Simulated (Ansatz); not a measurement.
Start from HfO2 in the fluorite structure (space group Fm-3m, No. 225; a = 5.0438 Å).

All numbers come from PBEsol/PAW in Ansatz (a program for electronic structure), no spin-orbit coupling.

Strains are applied to the cell and any free atomic positions relax.

One change was made to it. Results:

The pressure goes from zero to -3.83 GPa; the gap character is still direct at X; the width of the top valence band hardly moves (1.88 eV against 1.86 eV); the electron mass changes from 1.1 mₑ along k, 0.70 mₑ across (at X) to 1.1 mₑ along k, 0.71 mₑ across (at X).

Name the change that was made.
A. isotropic strain +3.00 %
B. isotropic strain −0.50 %
C. isotropic strain +2.50 %
D. isotropic strain +0.50 %

D, isotropic strain +0.50 %. For comparison, the electron mass in the other runs: isotropic strain +2.50 % gives 1.2 mₑ along k, 0.73 mₑ across (at X); isotropic strain +3.00 % gives 1.3 mₑ along k, 0.74 mₑ across (at X); isotropic strain −0.50 % gives 1.1 mₑ along k, 0.69 mₑ across (at X).

With Hf present, leaving out spin-orbit coupling can change the band edges. Masses are band curvatures over ±0.01 Å⁻¹ around the edge. Along k means along the line from Γ to the band edge. Whether these cells are dynamically stable was not tested. This is not the structure that HfO2 has at room temperature and ambient pressure.
